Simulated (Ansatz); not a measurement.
An Ansatz (a program for electronic structure) input (r2SCAN (Ansatz), spin-orbit coupling left out, earlier PAW set):

Ansatz 0.2 input:
```yaml
crystal:
  lattice:
    - [0, 2.2145536175, 2.2145536175]
    - [2.2145536175, 0, 2.2145536175]
    - [2.2145536175, 2.2145536175, 0]
  atoms:
    - { symbol: Cd, position: [0, 0, 0] }
basis: { ecutwfc: 500, ecutrho_ratio: 4, xc_grid: 4, fft_grid_basis: typed }
kpoints: { mp_grid: { grid: [18, 18, 18] } }
hamiltonian:
  xc: r2scan
  dispersion: none
  pseudopotentials: { azcp: { folder: ./paw }, kind: paw }
scf: { occupations: { method: fermi_dirac, width: 0.05 }, convergence: { dr2_threshold: 0.0000000001 } }
output: { forces: true, stress: true }
checkpoint: { write: state.ck, write_every: 1000 }
```

Which symmetry and how many k-points will the program report, and about how many plane waves at Γ?

Space group Fm-3m (ITA 225) with 48 operations, k-points 195 of 5832, and 537 plane waves at Γ.

Whether these cells are dynamically stable was not tested. The cell was made from Ag by this change: Ag → Cd; the result is a model cell, its experimental status unchecked. This is not the structure that Cd has at room temperature and ambient pressure.
